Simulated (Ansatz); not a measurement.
Bi₂S₃ (model structure, started from the beta Ga2O3 type, C2/m, No. 12, 10 atoms in the cell)

All values below come from LDA (plane waves, PAW; Ansatz, a program for electronic structure).

Run with plane-wave cutoff 520 eV, 10×10×6 k mesh (along the axes of the cell as run), Fermi–Dirac smearing 0.01 eV, scalar-relativistic PAW data made under PBE.

Cell (relaxed with PBEsol):

```cif
data_Bi4S6
_chemical_formula_sum 'Bi4 S6'
_space_group_name_H-M_alt 'P 1'
_space_group_IT_number 1
_cell_length_a 8.71861
_cell_length_b 8.71861
_cell_length_c 8.95543
_cell_angle_alpha 121.126
_cell_angle_beta 121.126
_cell_angle_gamma 27.077
loop_
_space_group_symop_operation_xyz
  'x, y, z'
loop_
_atom_site_label
_atom_site_type_symbol
_atom_site_fract_x
_atom_site_fract_y
_atom_site_fract_z
_atom_site_occupancy
Bi1 Bi 0.12712 0.12712 0.81488 1
Bi2 Bi 0.87288 0.87288 0.18512 1
Bi3 Bi 0.65735 0.65735 0.27934 1
Bi4 Bi 0.34265 0.34265 0.72066 1
S1 S 0.24018 0.24018 0.15556 1
S2 S 0.75982 0.75982 0.84444 1
S3 S 0.15196 0.15196 0.47369 1
S4 S 0.84804 0.84804 0.52631 1
S5 S 0.45951 0.45951 0.13395 1
S6 S 0.54049 0.54049 0.86605 1
```

| Quantity | Value |
|---|---|
| band gap | 0.95 eV |
| smallest direct gap on the k points sampled | 1.09 eV |
| direct gap at Γ | 1.57 eV |

Note: the relaxation could raise the start's symmetry but not lower it, so the cell can be a saddle point; cell and atoms aren't relaxed at this level (largest force component 0.09 eV/Å, pressure -1.5 GPa).

Spin–orbit coupling is not included; with these elements it can move the gap by several tenths of an eV or more.

Computed values are for the static lattice.

A model structure was made by putting elements into a prototype or built by hand; it is no filed structure, need not be a known phase, and can be a saddle point held by its symmetry.
